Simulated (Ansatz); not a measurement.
**Effective masses and thermopower of MgSe (Fm-3m)**

```xyz
2
Lattice="0.0000 2.7249 2.7249 2.7249 0.0000 2.7249 2.7249 2.7249 0.0000" Properties=species:S:1:pos:R:3 pbc="T T T"
Mg     0.0000     0.0000     0.0000
Se     2.7249     2.7249     2.7249
```

All values below come from PBEsol, rigid bands (plane waves, PAW, scalar-relativistic; Ansatz, a quantum-chemistry and plane-wave program). Cell: cell and atoms relaxed with PBEsol.

- band gap = 1.78 eV
- electron conductivity mass (300 K, dilute) = 0.29 mₑ
- effective density of states N_c (300 K) = 1.3e19 cm⁻³
- density-of-states mass, electrons = 0.63 mₑ
- Seebeck coefficient, n-type 1e19 cm⁻³, 300 K = -241 μV/K
- best n-type power factor at 300 K for τ = 10 fs (best axis; densities from 1e16 to 1e21 cm⁻³ tried, whether or not they can be reached) = 7.0 μW/(cm·K²) at 3e19 cm⁻³

Rigid bands; masses and Seebeck coefficients take one relaxation time τ for all states and one kind of carrier; polarons and phonon drag are left out. Spin-orbit coupling is left out.
